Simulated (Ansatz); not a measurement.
# Response to strain in WSe2

The parent structure is WSe2 in the 2H-MoS2 type structure (space group P6_3/mmc, No. 194; a = 3.279 Å, c = 12.786 Å; layered, stacked along the Cartesian z axis).

Strains are applied to the cell and any free atomic positions relax.

Method: PBE-D3(BJ) (Ansatz, a program for electronic structure), scalar-relativistic without spin-orbit coupling.

Notes on the quantities. energy relative to the base: free energy F.

```tsv
isotropic strain (%)	energy relative to the base (meV/atom)
-3.33	46.9
-0.7	?
0	0.0
2.61	22.9
5.52	93.3
```

Problem. Fit ΔE = Aε² + Bε³ (ε in %) to the rows shown and predict the withheld row.

Solution. Least squares on the printed values gives A = 3.78 and B = -0.13 meV/atom (largest residual 0.5 meV/atom); this predicts 1.9 meV/atom, and the run gives 1.9 meV/atom, in agreement.

No phonon test of stability was made.
